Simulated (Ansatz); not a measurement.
System: BaAl4 (I4/mmm, No. 139). Method: PBEsol in Ansatz (PAW).

Run with plane-wave cutoff 520 eV, 18×18×18 k mesh, Fermi–Dirac smearing 0.05 eV, scalar-relativistic PAW data made under PBE.

The cell is scaled about its equilibrium volume:

Shape and atoms are relaxed at each volume.

| V (Å³/atom) | P (GPa) | c (Å) | a (Å) |
|---|---|---|---|
| 21.995 | 2.45 | 11.133 | 4.445 |
| 22.453 | 1.16 | 11.187 | 4.480 |
| 22.911 | 0.00 | 11.242 | 4.514 |
| 23.369 | -1.05 | 11.300 | 4.548 |
| 23.828 | -1.99 | 11.358 | 4.580 |

Note: the bulk modulus comes from volumes at which shape and atoms were relaxed.

Ansatz is a quantum-chemistry and plane-wave program.
